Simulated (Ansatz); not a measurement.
Results of LDA (Ansatz, a program for electronic structure, PAW) for InSBr (model structure, started from the BiTeI type, P3m1, No. 156, 3 atoms in the cell).

Run with plane-wave cutoff 520 eV, 12×12×6 k mesh (along the axes of the cell as run), Fermi–Dirac smearing 0.01 eV, scalar-relativistic PAW data made under PBE.

Cell (relaxed with PBE-D3(BJ)):

```
InBrS
1.0
    3.84880     0.00000     0.00000
   -1.92440     3.33316     0.00000
    0.00000     0.00000     6.09349
In S Br
1 1 1
Cartesian
  0.00000   0.00000   5.51580
  1.92440   1.11105   4.30035
  0.00000   2.22211   1.26979
```

What does this level give for the band gap and smallest direct gap on the k points sampled?


- band gap: 1.81 eV
- smallest direct gap on the k points sampled: 1.86 eV

Note: the relaxation could raise the start's symmetry but not lower it, so the cell can be a saddle point; cell and atoms aren't relaxed at this level (largest force component 0.31 eV/Å, pressure -2.7 GPa).

Spin–orbit coupling is not included.

Static lattice: no zero-point or thermal effects.

A model structure was made by putting elements into a prototype or built by hand; it is no filed structure, need not be a known phase, and can be a saddle point held by its symmetry.
